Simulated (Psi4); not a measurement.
Psi4 1.11, unrestricted BP86/def2-svp: CC([NH])=NC(C)C, charge 0, multiplicity 2, 18 atoms. The geometry is a generated start, not checked to be a minimum at this level.

```json
{
 "task": "energy",
 "method": "bp86",
 "basis": "def2-svp",
 "memory": "3 GB",
 "maxiter": "100",
 "keys_of_the_molecule_block": "symmetry c1",
 "scf_type": "df (default)",
 "guess": "auto, which took SAD (default)",
 "scf_initial_accelerator": "adiis (default)",
 "e_convergence": "1e-06 (default)",
 "d_convergence": "1e-06 (default)",
 "dft_radial_points": "75 (default)",
 "dft_spherical_points": "302 (default)",
 "basis_functions": "153",
 "grid_points": "380014"
}
```

```xyz
18

C      2.6445     0.8711     0.3392
C      1.5389    -0.0992     0.0597
N      1.8443    -1.2664    -0.4106
N      0.3167     0.3349     0.2192
C     -0.9157    -0.3561     0.1540
C     -1.9193     0.4352     1.0024
C     -1.4153    -0.4470    -1.2953
H      2.6118     1.1727     1.3832
H      3.6015     0.4084     0.1210
H      2.5155     1.7579    -0.2756
H      1.0965    -1.9336    -0.5504
H     -0.8332    -1.3732     0.5784
H     -1.9935     1.4512     0.6239
H     -1.5869     0.4728     2.0359
H     -2.8970    -0.0346     0.9594
H     -2.3681    -0.9713    -1.3275
H     -1.5460     0.5536    -1.7003
H     -0.6947    -0.9764    -1.9168
```

Charge 0 and multiplicity 2 are set for this test and not shown to be the ground state.

One run each on 2 threads. Values of diis_max_vecs tried: 3, 6, 10 (default), 20.

Question: Predict the course of the SCF iterations along this series.

Answer: Fewest SCF iterations, within one of each other: 6 with 12, 10 (default) with 11, 20 with 11. The count rises to 21 at 3. All converge to one solution.

```tsv
diis_max_vecs	SCF iterations	end
3	21	same solution
6	12	same solution
10 (default)	11	same solution
20	11	same solution
```
